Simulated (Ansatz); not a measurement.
Amorphous cells of Ba, O, Si: the gap between the highest filled and lowest empty level at the zone centre, by PBE and by a single point of r2SCAN on the same geometry (PBE, scalar-relativistic without spin-orbit coupling (plane waves to 420 eV, PAW; Ansatz, a quantum-chemistry and plane-wave program); r2SCAN at 500 eV). The networks come from melt-quench runs on the CHGNet potential at compositions and starting densities chosen by hand, with anions pushed apart in the CHGNet dynamics, and DFT then relaxed them. The cells are small and were quenched far faster than real films, so single cells scatter. Defect or tail levels can set these gaps. The rows are the first to finish with both values and no moments.

| cell | PBE gap x (eV) | r2SCAN gap y (eV) |
|---|---|---|
| A (Si24O49Ba, 2.35 g/cm3) | 3.71 | 4.37 |
| B (Si18Ba6O42, 3.09 g/cm3) | 3.75 | withheld |
| C (Si16Ba8O40, 3.41 g/cm3) | 3.87 | 4.45 |
| D (Si24O49Ba, 2.35 g/cm3) | 4.01 | 4.64 |
| E (Si24O49Ba, 2.35 g/cm3) | 4.04 | 4.65 |
| F (Si22Ba3O47, 2.66 g/cm3) | 4.46 | 5.05 |

Question: Fit a straight line through the 5 full rows and predict the withheld value for B (Si18Ba6O42, 3.09 g/cm3).

Answer: Means: x = 4.018, y = 4.632. Slope = Σ(Δx Δy) / Σ(Δx²) = 0.2927 / 0.3127 = 0.936; the r.m.s. residual is 0.024. Prediction: 4.632 + 0.936 × (3.75 − 4.018) = 4.38. The run gave 4.30, 0.08 below the line.
